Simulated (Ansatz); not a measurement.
Defect calculation: Nb on the Hf site in monoclinic HfO2

These are PBE, PAW (plane waves to 420 eV; Ansatz, an electronic-structure program) values and carry that method's errors. Cell: 96 sites, 2×2×2; final energies on a 2×2×2 shifted mesh. Site at the start: the Hf site. Charged cells carry a point-charge image correction with potential alignment at far atoms. Dielectric constants: PBE linear response of the host. Host gap at this level: 4.04 eV. These values are not converged in cell size to better than tenths of an eV. PBE underestimates the host's gap, which shifts levels and can delocalise carriers. Spin–orbit coupling is left out, which matters for these heavy elements. Each state is the lowest found from its start.

Formation energies E_f are given with the Fermi level at the valence-band maximum. Chemical conditions: O-rich (Δμ(Hf) = -10.38 eV, Δμ(Nb) = -9.27 eV, bounded by Nb2O5 (C2/c); only phases computed here count, gases as isolated molecules at 0 K). Reference phases: Hf: hcp Hf, Nb: bcc Nb.

```
charge         moment (μB)  point group  largest move off a lattice site (Å)  image correction with alignment (eV)  E_f, O-rich (eV)  above the lowest spin state (eV)
------  ------------------  -----------  -----------------------------------  ------------------------------------  ----------------  --------------------------------
+2*                    1.0           C1                                 0.11                                     –                 –                              0.00
+1      not spin-polarised           C1                                 0.11                                 -0.03             -0.67                              0.00
0                      1.0           C1                                 0.05                                  0.00              2.25                              0.00
−1                     2.0           C1                                 0.12                                  0.19              5.71                              0.00
−1      not spin-polarised           C1                                 0.20                                  0.18              6.20                              0.50
```

* At this level the carrier isn't localised at the defect: at charge +2 holes occupy the valence band. Such a state is shallow or no state of the defect, and this cell gives it no level.

Point groups are those of the whole cell at tolerances of 0.03 and 0.1 Å ("near" where only the looser one holds); none is given for unsettled states.

Transition levels above the valence-band maximum: ε(+1/0) = 2.92 eV; ε(0/−1) = 3.45 eV. On the lower envelope of the bound states, inside the gap: (+1/0) at 2.92 eV; (0/−1) at 3.45 eV.

Flagged in the runs: a host whose relaxation on this sampling wasn't shown to rest, a strain field that reaches the edge of the cell.

All states together cost about 15 core-hours (a rough figure).
